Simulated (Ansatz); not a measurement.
Density of states of Si (Fd-3m) below the valence band maximum, r2SCAN with spin-orbit coupling, rigid bands (Ansatz, an electronic-structure program); cell volume 40.1 Å³.

```json
[
 {"energy from edge (eV)": "0.006", "10⁻³ states/eV/cell": "9.14"},
 {"energy from edge (eV)": "0.031", "10⁻³ states/eV/cell": "39.3"},
 {"energy from edge (eV)": "0.056", "10⁻³ states/eV/cell": "67.5"},
 {"energy from edge (eV)": "0.081", "10⁻³ states/eV/cell": "87.6"},
 {"energy from edge (eV)": "0.106", "10⁻³ states/eV/cell": "105"},
 {"energy from edge (eV)": "0.131", "10⁻³ states/eV/cell": "120"},
 {"energy from edge (eV)": "0.156", "10⁻³ states/eV/cell": "133"},
 {"energy from edge (eV)": "0.181", "10⁻³ states/eV/cell": "147"},
 {"energy from edge (eV)": "0.206", "10⁻³ states/eV/cell": "159"},
 {"energy from edge (eV)": "0.231", "10⁻³ states/eV/cell": "171"},
 {"energy from edge (eV)": "0.256", "10⁻³ states/eV/cell": "183"},
 {"energy from edge (eV)": "0.281", "10⁻³ states/eV/cell": "194"},
 {"energy from edge (eV)": "0.319", "10⁻³ states/eV/cell": "212"},
 {"energy from edge (eV)": "0.344", "10⁻³ states/eV/cell": "224"},
 {"energy from edge (eV)": "0.369", "10⁻³ states/eV/cell": "235"},
 {"energy from edge (eV)": "0.394", "10⁻³ states/eV/cell": "247"},
 {"energy from edge (eV)": "0.419", "10⁻³ states/eV/cell": "258"},
 {"energy from edge (eV)": "0.444", "10⁻³ states/eV/cell": "269"},
 {"energy from edge (eV)": "0.469", "10⁻³ states/eV/cell": "281"},
 {"energy from edge (eV)": "0.494", "10⁻³ states/eV/cell": "294"},
 {"energy from edge (eV)": "0.519", "10⁻³ states/eV/cell": "305"},
 {"energy from edge (eV)": "0.544", "10⁻³ states/eV/cell": "317"},
 {"energy from edge (eV)": "0.569", "10⁻³ states/eV/cell": "330"},
 {"energy from edge (eV)": "0.594", "10⁻³ states/eV/cell": "342"}
]
```

Question: What effective density of states at 300 K does this give (∫ g(E) exp(−E/k_BT) dE, both spins, divided by the cell's size)?

Answer: 2.0e19 cm⁻³, a density-of-states mass of 0.86 mₑ, valleys and band degeneracy included.

Geometry: cell and atoms relaxed with PBEsol.
